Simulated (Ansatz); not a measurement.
The starting structures come from a database of crystals and need not be the phases stable at ambient conditions.

The decay constant κ of evanescent states in the gap governs leakage through a thin film.

Given:

```yaml
crystal:
  lattice:
    - [5.01326, 0.00000, 0.00000]
    - [2.50663, 4.34161, 0.00000]
    - [2.50663, 1.44720, 4.64096]
  atoms:
    - { symbol: Zn, position: [0.63151, 0.63151, 0.10547] }
    - { symbol: Zn, position: [0.36849, 0.36849, 0.89453] }
    - { symbol: Ge, position: [0.84388, 0.84388, 0.46836] }
    - { symbol: Ge, position: [0.15612, 0.15612, 0.53164] }
    - { symbol: O, position: [0.21523, 0.95374, 0.26960] }
    - { symbol: O, position: [0.78477, 0.04626, 0.73040] }
    - { symbol: O, position: [0.95374, 0.56143, 0.26960] }
    - { symbol: O, position: [0.04626, 0.43857, 0.73040] }
    - { symbol: O, position: [0.56143, 0.21523, 0.26960] }
    - { symbol: O, position: [0.43857, 0.78477, 0.73040] }
```

Space group of this cell: R-3. The cell was relaxed by PBE-D3(BJ); by r2SCAN its mean pressure is -5.5 GPa.

Transport runs along the normal of the first two printed cell vectors, the (001) plane of the conventional cell.

The gap is the functional's own, uncorrected, and κ follows it; spin-orbit coupling is left out. Mid-gap values are interpolated between the computed energies.

**Question.** Estimate the band gap and the smallest decay constant κ at mid-gap that r2SCAN (Ansatz, an electronic-structure program) returns for this system.

**Answer.** Gap 2.94 eV on a 8×8×8 mesh; κ = 0.228 1/Å, at the zone centre.
